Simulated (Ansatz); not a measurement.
**L1₂ (Cu3Au-type) Pt3Ti**

Computed with r²SCANh (Ansatz, a quantum-chemistry and plane-wave program, plane waves, PAW).

Run with plane-wave cutoff 520 eV, 8×8×8 k mesh, Fermi–Dirac smearing 0.05 eV, no spin polarisation, scalar-relativistic PAW data made under PBE.

Cell: relaxed at this level.

* **volume per atom**: 14.95 Å³/atom
* **bulk modulus**: 267 GPa
* **lattice parameter a**: 3.910 Å
* **pressure derivative B′ of the bulk modulus**: 4.9

Measured, for comparison: equilibrium volume per atom 15.01 Å³/atom, lattice constant a 3.916 Å (temperature not stated, no zero-point or thermal correction; as tabulated in Molecular Dynamics Simulations of PtTi High-Temperature Shape Memory Alloys …). Computed (rounded) less measured: equilibrium volume per atom -0.4 %, lattice constant a -0.2 %. A static lattice is as a rule a little smaller and stiffer than an uncorrected measurement, which narrows the difference in the equilibrium volume per atom and would widen misses of the other sign.

Note: the run has no spin polarisation, so it can have missed a magnetic state.

Spin–orbit coupling is not included.

It cost roughly 40 core-minutes of CPU time.
